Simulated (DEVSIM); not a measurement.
Structure: In0.49Ga0.51P/GaAs p-n heterojunction, at 350 K.

| layer (left to right) | material | thickness (μm) | Nd (cm⁻³) | Na (cm⁻³) | τn (s) | τp (s) |
|---|---|---|---|---|---|---|
| 1 | In0.49Ga0.51P | 0.0510 | - | 2.3e17 | 1.1e-8 | 1.1e-8 |
| 2 | GaAs | 4.10 | 8.4e16 | - | 1.1e-8 | 1.1e-8 |

Left contact: ohmic. Right contact: ohmic. Voltage is applied to the left contact. Recombination: SRH at mid-gap. Mobility is constant in doping.

This is a model device: material constants are rounded textbook-type values typed into the input, and sizes, dopings and lifetimes were drawn at random. Values at 300 K; Nc and Nv go as T^1.5, mobilities as T to minus their exponent, the gap by Varshni's rule with the affinity fixed.

```
parameter         In0.49Ga0.51P      GaAs
----------------  -------------  --------
gap (eV)                   1.89     1.424
affinity (eV)                 4      4.07
permittivity               11.8      12.9
Nc (cm⁻³)                  9e17    4.7e17
Nv (cm⁻³)                1.3e19      9e18
μn (cm²/Vs)                1500      8500
μp (cm²/Vs)                  80       400
T exponent of μn           1.66       2.1
T exponent of μp              2       2.2
Varshni α (eV/K)         0.0005  0.000541
Varshni β (K)               250       204
```

DEVSIM, 1D drift-diffusion, Boltzmann statistics, complete ionisation; no tunnelling, impact ionisation, image-force lowering or self-heating. Band offsets follow the typed affinities; no thermionic-emission limit at abrupt steps, no polarisation charge.

Tabulate band edges, carrier densities and field at zero bias.

Energies count from the Fermi level of the right contact; mesh points crowd at the junctions.

| x (μm) | Ec (eV) | Ev (eV) | n (cm⁻³) | p (cm⁻³) | field (V/cm) |
|---|---|---|---|---|---|
| 0.000 | 1.741 | -0.129 | < 1e2 | 2.3e17 | -27000 |
| 0.004483 | 1.728 | -0.141 | < 1e2 | 1.5e17 | -30000 |
| 0.01295 | 1.696 | -0.173 | < 1e2 | 5.2e16 | -48000 |
| 0.02652 | 1.603 | -0.267 | < 1e2 | 2.4e15 | -92000 |
| 0.04270 | 1.409 | -0.461 | < 1e2 | 3.8e12 | -150000 |
| 0.04908 | 1.307 | -0.563 | < 1e2 | 1.3e11 | -170000 |
| 0.05285 | 1.173 | -0.228 | < 1e2 | 6.0e15 | -160000 |
| 0.06319 | 1.014 | -0.387 | 1500 | 3.1e13 | -150000 |
| 0.08158 | 0.763 | -0.638 | 6200000 | 7.3e9 | -130000 |
| 0.1169 | 0.391 | -1.010 | 1.4e12 | 32000 | -84000 |
| 0.1934 | 0.073 | -1.329 | 5.3e16 | < 1e2 | -8000 |
| 0.4218 | 0.059 | -1.342 | 8.4e16 | < 1e2 | ≈ 0 |
| 0.7968 | 0.059 | -1.342 | 8.4e16 | < 1e2 | ≈ 0 |
| 1.546 | 0.059 | -1.342 | 8.4e16 | < 1e2 | ≈ 0 |
| 3.085 | 0.059 | -1.342 | 8.4e16 | < 1e2 | ≈ 0 |
| 3.620 | 0.059 | -1.342 | 8.4e16 | < 1e2 | ≈ 0 |
| 3.888 | 0.059 | -1.342 | 8.4e16 | < 1e2 | ≈ 0 |
| 4.027 | 0.059 | -1.342 | 8.4e16 | < 1e2 | ≈ 0 |
| 4.105 | 0.059 | -1.342 | 8.4e16 | < 1e2 | ≈ 0 |
| 4.130 | 0.059 | -1.342 | 8.4e16 | < 1e2 | ≈ 0 |
| 4.144 | 0.059 | -1.342 | 8.4e16 | < 1e2 | ≈ 0 |
| 4.151 | 0.059 | -1.342 | 8.4e16 | < 1e2 | ≈ 0 |
